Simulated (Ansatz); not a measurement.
Zr3N4 (I-43d, No. 220), treated with PBEsol+SOC (plane waves, PAW; Ansatz, a first-principles code).

Run with plane-wave cutoff 520 eV, 8×8×8 k mesh, Fermi–Dirac smearing 0.01 eV, PAW data made under PBE.

Cell (relaxed with PBEsol):

```cif
data_N16Zr12
_chemical_formula_sum 'Zr12 N16'
_space_group_name_H-M_alt 'I-43d'
_space_group_IT_number 220
_space_group_name_Hall 'I -4bd 2c 3'
_cell_length_a 6.70275
_cell_length_b 6.70275
_cell_length_c 6.70275
_cell_angle_alpha 90.000
_cell_angle_beta 90.000
_cell_angle_gamma 90.000
loop_
_atom_site_label
_atom_site_type_symbol
_atom_site_symmetry_multiplicity
_atom_site_Wyckoff_symbol
_atom_site_fract_x
_atom_site_fract_y
_atom_site_fract_z
_atom_site_occupancy
Zr1 Zr 12 a 0.00000 0.25000 0.37500 1
N1 N 16 c 0.07085 0.07085 0.07085 1
```
(The calculation used a cell of 14 atoms; values per cell refer to that cell.)

Problem. What does this level give for the band gap?

Solution. 
- band gap: 0.72 eV (direct)

Measured, for comparison: band gap 1.6 eV (temperature not stated, not corrected to a static lattice, N 1s X-ray absorption and emission; sample bears oxygen; as tabulated in Yablonskikh et al. (2013), doi:10.1002/pssa.201330338). Computed (rounded) less measured: band gap -0.88 eV.

Computed values are for the static lattice.

Cost on a shared machine: roughly 16 core-minutes.
